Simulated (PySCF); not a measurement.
PySCF 2.14.0, R2SCAN/def2-svp, df: Si(CF3)(Cl)2(OMe) (CO[Si](Cl)(Cl)C(F)(F)F), 12 atoms. The geometry is a generated start, not checked to be a minimum at this level.

* **task**: energy
* **method**: r2scan
* **basis**: def2-svp
* **two-electron scheme**: density fitting
* **mol.max_memory**: 3000 MB
* **mf.max_cycle**: 100
* **mf.conv_tol**: 1e-09 (default)
* **mf.grids.level**: 3 (default)
* **basis functions**: 153
* **grid points**: 171472

```xyz
12

C     -1.8763    -0.1816    -0.5091
O     -1.0768     0.0240     0.6429
Si     0.3892     0.6179     0.9078
Cl     0.7639     0.2377     2.8142
Cl     0.6091     2.5182     0.3309
C      1.6323    -0.4139    -0.2142
F      1.5937    -1.7333     0.0510
F      2.9212    -0.0527    -0.1238
F      1.3017    -0.2981    -1.5219
H     -2.8821    -0.4105    -0.1602
H     -1.4836    -1.0188    -1.0852
H     -1.8923     0.7112    -1.1324
```

With the defaults (mf.DIIS = CDIIS, mf.diis = true, mf.init_guess = minao, mf.level_shift = 0, mf.damp = 0, mf.diis_start_cycle = 1, mf.diis_space = 8) it converges in 13 Fock builds. One run each on 2 threads, 1 BLAS thread, with these changes:
- mf.level_shift = 0.3 Hartree
- mf.damp = 0.7, mf.diis_start_cycle = 8
- mf.level_shift = 0.1 Hartree
- mf.diis = false, mf.damp = 0.7, mf.diis_start_cycle = 999
- mf.init_guess = sap
- mf.diis_space = 3
- mf.init_guess = huckel
- mf.DIIS = EDIIS
- mf.diis = false

Which of these changes keep the SCF from converging, or lead it to another solution?

No convergence: mf.DIIS = EDIIS; mf.diis = false (the run ends without SCF convergence in 100 cycles). The rest reach the solution of the defaults.

```json
[
 {"setting": "the defaults", "Fock builds": "13", "end": "same solution"},
 {"setting": "mf.level_shift = 0.1 Hartree", "Fock builds": "13", "end": "same solution"},
 {"setting": "mf.init_guess = huckel", "Fock builds": "15", "end": "same solution"},
 {"setting": "mf.level_shift = 0.3 Hartree", "Fock builds": "15", "end": "same solution"},
 {"setting": "mf.damp = 0.7, mf.diis_start_cycle = 8", "Fock builds": "15", "end": "same solution"},
 {"setting": "mf.diis_space = 3", "Fock builds": "17", "end": "same solution"},
 {"setting": "mf.init_guess = sap", "Fock builds": "21", "end": "same solution"},
 {"setting": "mf.diis = false, mf.damp = 0.7, mf.diis_start_cycle = 999", "Fock builds": "26", "end": "same solution"},
 {"setting": "mf.DIIS = EDIIS", "Fock builds": "101", "end": "no convergence"},
 {"setting": "mf.diis = false", "Fock builds": "101", "end": "no convergence"}
]
```
